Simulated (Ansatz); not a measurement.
Consider ZnSe in the zinc blende structure (space group F-43m, No. 216; a = 5.6656 Å). Axes: x, y, z lie along the cube axes.

The values are results of DFT with r2SCAN, PAW potentials and a 500 eV plane-wave cutoff in Ansatz (a first-principles code), spin-orbit coupling left out, not measurements.

It is then changed as follows: the cell is scaled by 1.0100 in all directions; the atoms relax in the strained cell.

Question: Predict the stress tensor and what it implies for the stiffness.

Answer: Stress of the strained cell less that of the base (GPa, compression positive):
```
  -1.82    0.00    0.00
   0.00   -1.82    0.00
   0.00    0.00   -1.82
```

Then B = −ΔP/(ΔV/V₀) with ΔV/V₀ = 0.0303 gives secant stiffness values (nonlinear terms included at this strain): B ≈ 60 GPa.

As a check, the harmonic strain energy −½ V₀ Δσ:ε is 3.9 meV/atom; the computed energy rise is 4.1 meV/atom.

No phonon test of stability was made.
